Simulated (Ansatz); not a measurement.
# hcp Ru: the defect Sn_Ru

The numbers are results of PBE, PAW (plane waves to 420 eV; Ansatz, an electronic-structure program), not measurements. Set-up: 48-site cell; 4×4×4 shifted k-points; start: the Ru site; no spin–orbit coupling; energies good to tenths of an eV; the relaxation kept the symmetry of the starting site; flagged in the runs: a host that isn't quite at rest in this cell.

Neighbours after relaxation, in Å: of the Sn atom: Ru 2.73, Ru 2.73, Ru 2.73, Ru 2.73, Ru 2.73, Ru 2.73, Ru 2.78, Ru 2.78 (the shell may go on).

Formation energies E_f are those of the neutral cell. Chemical conditions: host crystal and elements as references (Δμ(Ru) = 0.00 eV, Δμ(Sn) = 0.00 eV; Sn taken from its element, since no compound that bounds it was computed at this level; only phases computed here count, gases as isolated molecules at 0 K). Reference phases: Ru: hcp Ru, Sn: beta tin.

```
charge         moment (μB)  largest move off a lattice site (Å)  E_f, host crystal and elements as references (eV)
------  ------------------  -----------------------------------  -------------------------------------------------
0       not spin-polarised                                 0.07                                               0.81
```

Flagged in the runs: a host that isn't quite at rest in this cell.

All states together cost around 20 core-minutes (rough).
